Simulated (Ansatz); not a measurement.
Fluorite HfO2 (high-temperature phase), treated with PBE+SOC (PAW; Ansatz, a quantum-chemistry and plane-wave program).

Run with plane-wave cutoff 520 eV, 12×12×12 k mesh, Fermi–Dirac smearing 0.01 eV, PAW data made under PBE.

Energies at three volumes about the minimum:

```json
[
 {"V (Å³/atom)": "10.805", "E − E_lowest (meV/atom)": "3.53"},
 {"V (Å³/atom)": "11.026", "E − E_lowest (meV/atom)": "0.00"},
 {"V (Å³/atom)": "11.246", "E − E_lowest (meV/atom)": "3.27"}
]
```

Task: Fit a parabola by hand: where is the minimum, what lattice constant follows, and what is the bulk modulus?

Result: Slopes: (0.00 − 3.53)/(11.026 − 10.805) = -15.973 and (3.27 − 0.00)/(11.246 − 11.026) = 14.864 meV/Å³. Curvature E″ = 2 × (14.864 − (-15.973))/(11.246 − 10.805) = 139.850 meV/Å⁶. From the middle of the first interval, the slope vanishes at V0 = 10.9155 − (-15.973)/139.850 = 11.030 Å³/atom. B = V0 E″ = 11.030 × 139.850 meV/Å³ × 0.1602 GPa per meV/Å³ = 247 GPa. With 12 atoms in the cube, a = (12 × 11.030)^(1/3) = 5.096 Å. The full Birch–Murnaghan fit to all volumes gives V0 = 11.026 Å³/atom and B0 = 247 GPa.

Measured, for comparison: bulk modulus 242 ± 16 GPa (room temperature, no zero-point or thermal correction, nanocrystalline cubic HfO2, second-order Birch-Murnaghan; as tabulated in High-pressure structural stability, equation of state, and thermal expansion …). Computed less measured: bulk modulus +2.1 % (inside the measured uncertainty). A static lattice is as a rule a little smaller and stiffer than an uncorrected measurement, which can account for part of this in the bulk modulus.

Note: symmetry holds this phase in the static calculation, where it need not be a minimum; held by symmetry at 0 K, a high-temperature phase can be a saddle point.
